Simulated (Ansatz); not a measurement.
## ZnS: biaxial strain +1.49 %, plane normal [111], relaxed out of plane

The parent structure is ZnS in the zinc blende structure (space group F-43m, No. 216; a = 5.3567 Å). Axes: x, y, z lie along the cube axes.

The change: tensile biaxial strain of 1.49 % in the plane normal to [111], as in epitaxy on a mismatched substrate; the out-of-plane cell vector and the atoms relax.

Method: PBEsol (Ansatz, a first-principles code), scalar-relativistic without spin-orbit coupling. Settings: 11×11×11 k-points, 0.05 eV Fermi–Dirac smearing.

The volume per atom rises by 0.39 Å³ (19.21 Å³ → 19.60 Å³) and the space group goes from F-43m (No. 216) to R3m (No. 160). The shortest interatomic distance goes up by 0.0046 Å, from 2.320 Å to 2.324 Å and the energy increases by 4.2 meV/atom. The pressure (mean of the normal stresses, compression positive) drops by 1.52 GPa (-0.01 GPa → -1.53 GPa) and the band gap decreases by 0.18 eV (2.09 eV → 1.91 eV). The gap character stays direct at Γ and the electron mass becomes 0.17 mₑ out of plane, 0.16 mₑ in plane (at Γ) (base: 0.17 mₑ (at Γ)). The hole mass is 0.14 mₑ out of plane, 1.5 mₑ in plane (at Γ) and the valence-band top at Γ (three highest levels, from the VBM) goes from 0.00, 0.00, 0.00 eV to 0.00, -0.12, -0.12 eV. The valley order (the lowest conduction-band minima on the path, energy above the VBM, named in the base's zone) goes from Γ 2.09 eV; X along ⟨100⟩ 3.17 eV; L along ⟨111⟩ 3.24 eV to Γ 1.91 eV; L along [111] 2.93 eV; X along [001] 3.11 eV; L along [1-1-1] 3.18 eV and the out-of-plane strain is -0.95 %. The ratio −ε⊥/ε∥ comes out as 0.64 and the mean in-plane stress (compression positive) is -2.3 GPa.

Cost of the whole job for the changed cell (relaxation, final SCF and bands): around 30 core-seconds (rough).

Effective masses come from finite differences of ±0.01 Å⁻¹. Whether these cells are dynamically stable was not tested. k-point labels follow each cell's own Brillouin zone.
